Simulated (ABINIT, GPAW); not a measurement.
A GPAW input for a self-consistent single point of Ca3In (Fm-3m, 4 atoms in the cell) (DFT LDA (Perdew-Wang 92), plane waves, GPAW PAW datasets LDA (gpaw-data 1.0.1)):

```python
from ase import Atoms
from ase.units import GPa
from gpaw import GPAW

atoms = Atoms(['Ca', 'Ca', 'Ca', 'In'],
              cell=[[0.000000, 3.955398, 3.955398],
                    [3.955398, 0.000000, 3.955398],
                    [3.955398, 3.955398, 0.000000]],
              scaled_positions=[[0.250000, 0.250000, 0.250000],
                                [0.750000, 0.750000, 0.750000],
                                [0.500000, 0.500000, 0.500000],
                                [0.000000, 0.000000, 0.000000]],
              pbc=True)

calc = GPAW(mode={'name': 'pw', 'ecut': 600},
            xc='LDA',
            kpts=(5, 5, 5),
            occupations={'name': 'fermi-dirac', 'width': 0.1},
            nbands=-12,
            convergence={'density': 1e-05},
            symmetry={'symmorphic': False, 'tolerance': 0.0005},
            maxiter=150)

atoms.calc = calc

energy = atoms.get_potential_energy()
print('Energy (eV):', round(energy, 6))
forces = atoms.get_forces()
print('Forces (eV/Ang):')
print(forces.round(5))
stress = atoms.get_stress()
print('Stress (GPa, Voigt):', (stress / GPa).round(4))
```

Question: Write the same calculation as an input for ABINIT.

Answer: One input that does it (others would too):

```
# Ca3In, PseudoDojo nc-sr-04 LDA standard
pp_dirpath "./"
pseudos "Ca.upf, In.upf"
acell 10.5707074699 10.5707074699 10.5707074699
rprim
         0.0000000000    0.7071067812    0.7071067812
         0.7071067812   -0.0000000000    0.7071067812
         0.7071067812    0.7071067812    0.0000000000
natom 4
ntypat 2
znucl 20 49
typat 1 1 1 2
xred
         0.2500000000    0.2500000000    0.2500000000
         0.7500000000    0.7500000000    0.7500000000
         0.5000000000    0.5000000000    0.5000000000
         0.0000000000    0.0000000000    0.0000000000
ecut 36 Ha
ixc 7
occopt 3
tsmear 0.00367493
nband 29
kptopt 1
ngkpt 5 5 5
nshiftk 1
shiftk 0 0 0
nstep 100
tolvrs 1.0e-12
prtwf 0
prtden 0
enunit 1
```

Basis settings and potentials, where a program has them, do not carry over. This input uses DFT, LDA (PW92), plane waves, norm-conserving pseudopotentials (PseudoDojo nc-sr-04 LDA standard). LDA parametrisations can differ slightly between programs. Both were run: pressure -1.38 GPa in GPAW and -1.48 in ABINIT.

On GPAW: the starting cell comes from a database of computed structures (which also holds hypothetical and non-ambient phases and stackings), without a prior relaxation at this level. For this run, on top of that: lattice scaled by 0.98.

On ABINIT: the starting cell comes from a database of computed structures (which also holds hypothetical and non-ambient phases and stackings), without a prior relaxation at this level. For this run, on top of that: lattice scaled by 0.98.
